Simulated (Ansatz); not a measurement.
NaCaF3 (model structure, started from the cubic perovskite type, Pm-3m, No. 221, 5 atoms in the cell)

Computed with r²SCAN (Ansatz, a quantum-chemistry and plane-wave program, PAW).

Run with plane-wave cutoff 560 eV, 8×8×8 k mesh, Fermi–Dirac smearing 0.01 eV, scalar-relativistic PAW data made under PBE.

Cell (relaxed with PBEsol):

CaNaF3 has the cubic space group Pm-3m (No. 221), the cubic perovskite structure, Pearson symbol cP5. Lattice parameters: a = 4.3718 Å, b = 4.3718 Å, c = 4.3718 Å, α = 90.00°, β = 90.00°, γ = 90.00°. Na on 1a has no neighbour by this rule. Ca on 1b is coordinated by 6 F at 2.186 Å (octahedral). F on 3c is surrounded by 2 Ca at 2.186 Å (linear). (Neighbours: up to the widest gap in distance over summed covalent radii, below 1.35, at either atom; cation-cation and far metal-metal contacts left out.)

| Item | Result |
|---|---|
| band gap | 5.95 eV (indirect) |
| smallest direct gap on the k points sampled | 6.08 eV |

Note: the relaxation could raise the start's symmetry but not lower it, so the cell can be a saddle point; cell and atoms aren't relaxed at this level (pressure 0.4 GPa).

Static lattice: no zero-point or thermal effects.

Computing time: very roughly 16 core-seconds.

A model structure was made by putting elements into a prototype or built by hand; it is no filed structure, need not be a known phase, and can be a saddle point held by its symmetry.
